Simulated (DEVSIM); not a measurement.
Structure: illuminated Si n-on-p cell, one wavelength, at 250 K.

Layer 1 from the left is Si, thickness (μm) 0.0820, Nd (cm⁻³) 1.3e18, τn (s) 2.1e-6, τp (s) 1.1e-6, absorption coefficient (cm⁻¹) 5800. Layer 2 from the left is Si, thickness (μm) 29.0, Na (cm⁻³) 8.5e15, τn (s) 8.2e-6, τp (s) 8.2e-6, absorption coefficient (cm⁻¹) 5800.

Left contact: ohmic, minority hole recombination velocity 300 cm/s. Right contact: ohmic, minority electron recombination velocity 8000 cm/s. Voltage is applied to the left contact. Recombination: SRH at mid-gap, radiative, Auger. Light enters at the left, 3.6e17 photons cm⁻² s⁻¹, one pass, no reflection. Mobility is μmin + (μ − μmin)/(1 + (N/Nref)^α).

This is a model device: material constants are rounded textbook-type values typed into the input, and sizes, dopings and lifetimes were drawn at random. Values at 300 K; Nc and Nv go as T^1.5, mobilities as T to minus their exponent, the gap by Varshni's rule with the affinity fixed.

Si: gap (eV) 1.124, affinity (eV) 4.05, permittivity 11.7, Nc (cm⁻³) 2.86e19, Nv (cm⁻³) 3.1e19, μn (cm²/Vs) 1417, μp (cm²/Vs) 470, μn,min 52, μp,min 45, Nref,n 9.7e16, Nref,p 2.2e17, αn 0.68, αp 0.72, T exponent of μn 2.3, T exponent of μp 2.2, B (cm³/s) 4.7e-15, Cn (cm⁶/s) 2.8e-31, Cp (cm⁶/s) 9.9e-32, Varshni α (eV/K) 0.000473, Varshni β (K) 636.

DEVSIM, 1D drift-diffusion, Boltzmann statistics, complete ionisation; no tunnelling, impact ionisation, image-force lowering or self-heating.

Dark forward current:

```
|V| (V)  |J| (A/cm²)
-------  -----------
0.05       4.231e-12
0.10       1.731e-11
0.15       6.088e-11
0.20       2.105e-10
0.25       7.553e-10
0.30        3.025e-9
0.35        1.510e-8
0.40        1.008e-7
0.45        8.456e-7
0.50        7.991e-6
0.55        7.921e-5
0.60       0.0007988
0.65        0.008103
0.70         0.08207
0.75          0.8068
0.80           6.873
0.85           44.93
0.90           225.3
0.95           927.1
1.00            3281
```

### Question
Work out the local ideality factor n = ΔV / (kT/q · ln(J2/J1)) between the rows 0.10 and 0.15 V, 0.60 and 0.65 V, 0.95 and 1.00 V.

### Answer
kT/q = 21.54 mV. From 0.10 to 0.15 V: ln(6.088e-11/1.731e-11) = 1.258, n = 1.85. From 0.60 to 0.65 V: ln(0.008103/0.0007988) = 2.317, n = 1.00, near the 1 of diffusion or emission over a barrier. From 0.95 to 1.00 V: ln(3281/927.1) = 1.264, n = 1.84.

### Question
What current could the absorbed light give at most, and what share is collected?

### Answer
Σ αd = 16.9, so qΦ(1 − exp(−Σ αd)) = 57.7 mA/cm². The simulated short-circuit current is 56.65 mA/cm², a share of 0.98.

### Question
Estimate the open-circuit voltage by superposition: the voltage at which the dark current equals that short-circuit current.

### Answer
Interpolating ln J in the table gives 0.692 V. The simulation gives 0.692 V, the same within the digits that matter. Superposition holds where collection doesn't change with voltage.

### Question
Estimate the fill factor from FF0 = (v − ln(v + 0.72))/(v + 1), v = qVoc/(nkT), with n from the dark curve.

### Answer
The rows about Voc, 0.65 and 0.70 V, give n = 1.00, so v = 32.0 and FF0 = 0.864. The simulation gives 0.863, the same within the digits that matter.
